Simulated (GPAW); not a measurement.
Short convergence ladders for the (110) slab of NiAl (cut from a parent of space group no. 221; 6 atoms in the cell)

```xyz
6
Lattice="2.8813 0.0000 0.0000 0.0000 4.0748 0.0000 0.0000 0.0000 18.0749" Properties=species:S:1:pos:R:3 pbc="T T T"
Al     1.4407     1.0187     7.0000
Ni     0.0000     3.0561     7.0000
Al     1.4407     3.0561     9.0374
Ni     0.0000     1.0187     9.0374
Al     1.4407     1.0187    11.0749
Ni     0.0000     3.0561    11.0749
```

Base method: LDA (Perdew-Wang 92), GPAW PAW datasets LDA (gpaw-data 1.0.1) (plane waves; GPAW).

Base settings: mode = pw; ecut = 850 eV; xc = LDA; kpts = 5 4 1; mesh shift (steps) = 0 0 0; occupations.name = fermi-dirac; occupations.width = 0.1 eV; nbands = -10; convergence.forces = 0.001 eV/Å; symmetry.symmorphic = false.

The count of work is k-points × plane waves × bands × iterations; it is no time. 

**The vacuum**

The mesh stays at the base's, so the ladder's end is converged at best in this setting alone.

Only quantities that move along the ladder and can be compared are tabulated.

| vacuum between outermost atoms (Å) | free energy less the last step's (meV/atom) | largest difference of a force vector from the last step's (eV/Å) | count of work / last |
|---|---|---|---|
| 3.0 | -252.23 | 0.727 | 0.080 |
| 5.0 | -21.12 | 0.103 | 0.12 |
| 7.0 | -0.41 | 0.009 | 0.16 |
| 10.0 | 0.03 | 0.001 | 0.21 |
| 14.0 | 0.01 | 0.000 | 0.36 |
| 30.0 | 0.00 | 0.000 | 1.0 |

Smallest vacuum between outermost atoms (Å) that holds the free energy within 5 meV/atom of the last step, with all finer ones: 7.0, at 0.16 of the last step's count of work; the step before is off by 21 meV/atom.

Smallest vacuum between outermost atoms (Å) that holds the forces within 0.01 eV/Å of the last step, with all finer ones: 7.0, at 0.16 of the last step's count of work; the step before is off by 0.10 eV/Å.

**The k-point mesh**

Only quantities that move along the ladder and can be compared are tabulated.

```csv
kpts,free energy less the last step's (meV/atom),largest difference of a force vector from the last step's (eV/Å),count of work / last
2 2 1,54.25,0.233,0.14
3 3 1,-9.57,0.213,0.13
5 3 1,-0.61,0.050,0.20
5 4 1,20.35,0.144,0.29
11 8 1,0.00,0.000,1.0
```

Coarsest kpts that holds the forces within 0.02 eV/Å: not settled: the last two steps still differ by 0.14 eV/Å, over half the tolerance, so the ladder does not show it.

Coarsest kpts that holds the free energy within 5 meV/atom: not settled: the last two steps still differ by 20 meV/atom, over half the tolerance, so the ladder does not show it.

**The plane-wave cutoff**

The mesh stays at the base's, so the ladder's end is converged at best in this setting alone.

Only quantities that move along the ladder and can be compared are tabulated.

```tsv
ecut	free energy less the last step's (meV/atom)	count of work / last
425 eV	12.49	0.12
510 eV	1.90	0.16
595 eV	0.27	0.21
720 eV	0.08	0.28
850 eV	0.03	0.35
1020 eV	0.00	0.47
1700 eV	0.00	1.0
```

Coarsest ecut that holds the free energy within 1 meV/atom of the last step, with all finer ones: 595 eV, at 0.21 of the last step's count of work; the step before is off by 1.9 meV/atom.

On the base run: the starting cell has typed, rounded lattice constants, without a prior relaxation at this level. The slab is cut from that crystal, and its faces are unrelaxed. Its lattice was rescaled by up to half a per cent. Spin polarisation is off. Without a gap this mesh is coarse (it stands for a supercell whose shortest in-plane vector is 14 Å).
